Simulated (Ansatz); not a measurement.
## SrTiO$_{3}$ under load (space group P4/mmm): band-edge transport data

Consider the following.

```xyz
5
Lattice="3.8882 0.0000 0.0000 0.0000 3.8882 0.0000 0.0000 0.0000 3.9042" Properties=species:S:1:pos:R:3 pbc="T T T"
Sr     0.0000     0.0000     0.0000
Ti     1.9441     1.9441     1.9521
O      1.9441     0.0000     1.9521
O      0.0000     1.9441     1.9521
O      1.9441     1.9441     0.0000
```

Level of theory: PBEsol with spin-orbit coupling, rigid bands (plane waves, PAW; Ansatz, an electronic-structure program). Condition of this run: uniaxial stress zz = -1 GPa (compression positive) (the target of the relaxation). How the cell was made: cell and atoms relaxed with PBEsol, then loaded as said.

band gap: 1.83 eV
electron conductivity mass (300 K, dilute): 0.68 (x), 0.68 (y), 0.61 (z) mₑ
hole conductivity mass (300 K, dilute): 1.72 (x), 1.72 (y), 2.1 (z) mₑ
effective density of states N_c (300 K): 5.1e19 cm⁻³
effective density of states N_v (300 K): 2.0e20 cm⁻³
density-of-states mass, electrons: 1.61 mₑ
density-of-states mass, holes: 4.0 mₑ
Seebeck coefficient, n-type 1e19 cm⁻³, 300 K: -391 μV/K
Seebeck coefficient, p-type 1e19 cm⁻³, 300 K: 511 μV/K

Rigid bands; masses and Seebeck coefficients take one relaxation time τ for all states and one kind of carrier; polarons and phonon drag are left out.
